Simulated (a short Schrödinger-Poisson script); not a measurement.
Stack: gated Al0.25Ga0.75As/GaAs δ-doped gas, at 300 K.

```tsv
layer	material	thickness (nm)	Na (cm⁻³)
1	Al0.25Ga0.75As	8	-
2	Al0.25Ga0.75As	10	-
3	GaAs	6000	2e15
```

Constants are typed, rounded textbook-type inputs, not results; the design itself was drawn at random and stands for no fabricated device. Al0.25Ga0.75As: permittivity 12.19, conduction-band edge (eV) 0.198, gap (eV) 1.736, electron mass (mₑ) 0.0878, Nv at 300 K (cm⁻³) 9e18. GaAs: permittivity 12.9, conduction-band edge (eV) 0, gap (eV) 1.424, Nv at 300 K (cm⁻³) 9e18.

Channel valleys (confinement mass, in-plane density-of-states mass, number): Γ 0.067, 0.067, 1. At the gate the conduction-band edge of layer 1 lies 0.95 eV − eVg above the Fermi level of the channel; the field vanishes at the back. Sheet of ionised δ-doping: +3.5e12 e/cm² at 8 nm from the gate. The barrier under the gate holds no holes. Gaps are held at their typed values at every temperature. Mesh 0.08 nm at interfaces.

Solved with a short Schrödinger-Poisson script written for these runs: 1D Poisson equation in equilibrium, electrons quantum, Hartree (BenDaniel-Duke, 40 states a valley, the channel's in-plane mass for all, wave functions free to enter the barrier), parabolic valleys, classical holes, full ionisation, no traps, pinning or gate leakage.

The same stack at other levels of the model or other numerical settings:

| run | sheet density of all electrons at Vg = 0.5 V (cm⁻²) | capacitance at Vg = 0.5 V (μF/cm²) | centroid of the channel electrons at Vg = 0.5 V (nm) | gate voltage at 1e11 electrons/cm² (V) | rough cost against the base |
|---|---|---|---|---|---|
| base | 3.36e11 | 0.395 | 9.67 | 0.39 | about 1 |
| electrons treated as classical, Boltzmann | 3.79e11 | 0.442 | 7.12 | 0.38 | 0.04 |
| electrons treated as classical, Fermi-Dirac | 3.62e11 | 0.413 | 7.85 | 0.38 | 0.1 |
| electrons treated as quantum, Hartree plus LDA exchange-correlation | 3.53e11 | 0.407 | 9.25 | 0.39 | about 1 |
| mesh six times as coarse | 3.36e11 | 0.395 | 9.70 | 0.39 | 0.3 |
| one subband a valley | 3.07e11 | 0.383 | 6.19 | 0.40 | 0.3 |

The classical rows ignore confinement, and Boltzmann statistics overrate the density once the band edge passes the Fermi level.
